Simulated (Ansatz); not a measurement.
Convergence study of the k-point mesh for BaAlGeH (P3m1, 4 atoms in the cell)

```yaml
crystal:
  lattice:
    - [4.36041, 0.00000, 0.00000]
    - [-2.18020, 3.77622, 0.00000]
    - [0.00000, 0.00000, 5.22380]
  atoms:
    - { symbol: Ba, position: [0.33333, 0.66667, 0.10859] }
    - { symbol: Al, position: [0.00000, 0.00000, 0.64135] }
    - { symbol: Ge, position: [0.66667, 0.33333, 0.55274] }
    - { symbol: H, position: [0.00000, 0.00000, 0.97289] }
```

Method: PBEsol, default PAW files made with PBE (plane waves; Ansatz, a quantum-chemistry and plane-wave program).

Base settings: basis.ecutwfc = 420 eV; kpoints.mp_grid.grid = 7 7 5; hamiltonian.xc = pbesol; hamiltonian.pseudopotentials = {kind: paw} (the program's default PAW files); scf.occupations.method = fixed.

The second cell is the first with its lattice scaled by 0.98.

Only quantities that move along the ladder and can be compared are tabulated.

The count of work is k-points × plane waves × bands × iterations; it is no time. Core times come from one kind of shared machine, to one figure; runs under 30 s give none.

The starting cell comes from a database of computed structures (which also holds hypothetical and non-ambient phases and stackings), without a prior relaxation at this level. Its lattice was rescaled by up to half a per cent. One atom was moved a little off its site on purpose. Ansatz's pressure includes its estimate of the finite-basis (Pulay) stress.

| kpoints.mp_grid.grid | free energy less the last step's (meV/atom) | energy of the compressed cell less the first (meV/atom) | pressure (GPa) | largest difference of a force vector from the last step's (eV/Å) | gap on the mesh (eV) | count of work / last | core time / last (rough) |
|---|---|---|---|---|---|---|---|
| 2 2 1 | 359.76 | -16.54 | -3.39 | 1.158 | 1.023 | 0.0046 | – |
| 2 2 2 | 260.02 | -3.10 | -1.91 | 0.663 | 0.599 | 0.0080 | – |
| 3 3 2 | 59.07 | -1.68 | -1.79 | 0.090 | 1.111 | 0.010 | – |
| 4 4 3 | 16.02 | -0.84 | -1.69 | 0.033 | 0.842 | 0.018 | – |
| 5 5 4 | 5.70 | -0.58 | -1.66 | 0.021 | 0.750 | 0.034 | – |
| 6 6 4 | 2.11 | -0.42 | -1.63 | 0.011 | 0.667 | 0.048 | – |
| 6 6 5 | 2.03 | -0.46 | -1.64 | 0.010 | 0.781 | 0.046 | – |
| 7 7 5 | 0.86 | -0.36 | -1.63 | 0.005 | 0.777 | 0.064 | – |
| 8 8 6 | 0.35 | -0.32 | -1.62 | 0.003 | 0.668 | 0.10 | – |
| 9 9 7 | 0.15 | -0.29 | -1.62 | 0.002 | 0.697 | 0.14 | – |
| 10 10 8 | 0.07 | -0.28 | -1.62 | 0.001 | 0.668 | 0.19 | – |
| 11 11 8 | 0.03 | -0.27 | -1.61 | 0.000 | 0.636 | 0.22 | – |
| 13 13 9 | 0.01 | -0.27 | -1.61 | 0.000 | 0.677 | 0.32 | – |
| 14 14 10 | 0.00 | -0.26 | -1.61 | 0.000 | 0.664 | 0.42 | 0.4 |
| 15 15 11 | 0.00 | -0.26 | -1.61 | 0.000 | 0.671 | 0.51 | 0.5 |
| 17 17 12 | 0.00 | -0.26 | -1.61 | 0.000 | 0.648 | 0.70 | 0.7 |
| 19 19 14 | 0.00 | -0.26 | -1.61 | 0.000 | 0.647 | 1.0 | 1 |

Coarsest kpoints.mp_grid.grid that holds the free energy within 5 meV/atom of the last step, with all finer ones: 6 6 4, at 0.048 of the last step's count of work; the step before is off by 5.7 meV/atom.

Coarsest kpoints.mp_grid.grid that holds the energy of the compressed cell less the first within 1 meV/atom of the last step, with all finer ones: 4 4 3, at 0.018 of the last step's count of work; the step before is off by 1.4 meV/atom.

The energy difference between the two cells stays within 1 meV/atom of the last step's from 4 4 3 on, the total only from 7 7 5 on: much of the error is common to both cells and cancels.

Two neighbours can agree and both be off: 6 6 4 and 6 6 5 differ by 0.07 meV/atom in the free energy, yet lie about 2.0 meV/atom from the last step.

The gap on the mesh jumps up and down from mesh to mesh; it is no smooth measure of convergence.

Keys are those of Ansatz 0.2.
